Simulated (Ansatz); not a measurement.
NbIr3 (model structure, started from the A15 type, Pm-3n, No. 223, 8 atoms in the cell) was calculated with LDA (Ansatz, a first-principles code, plane waves, PAW).

Run with plane-wave cutoff 520 eV, 12×12×12 k mesh, Fermi–Dirac smearing 0.05 eV, no spin polarisation, scalar-relativistic PAW data made under PBE.

Cell (relaxed at this level):

Ir3Nb is modelled in the cubic space group Pm-3n (No. 223), the A15 (Cr3Si type) structure, Pearson symbol cP8. Lattice parameters: a = 4.940 Å, b = 4.940 Å, c = 4.940 Å, α = 90.00°, β = 90.00°, γ = 90.00°. Ir on 6c is surrounded by 2 Ir at 2.470 Å and 8 Ir at 3.025 Å and 4 Nb at 2.761 Å. Nb on 2a sees 12 Ir at 2.761 Å. (Neighbours: up to the widest gap in distance over summed covalent radii, below 1.35, at either atom.)

Question: What does this level give for the bulk modulus?

Answer: 
- bulk modulus: 319 GPa

Note: the run has no spin polarisation, so it can have missed a magnetic state; the bulk modulus is −V dP/dV from two relaxed cells at ±2 % in volume; the relaxation could raise the start's symmetry but not lower it, so the cell can be a saddle point.

Spin–orbit coupling is not included.

A model structure was made by putting elements into a prototype or built by hand; it is no filed structure, need not be a known phase, and can be a saddle point held by its symmetry.
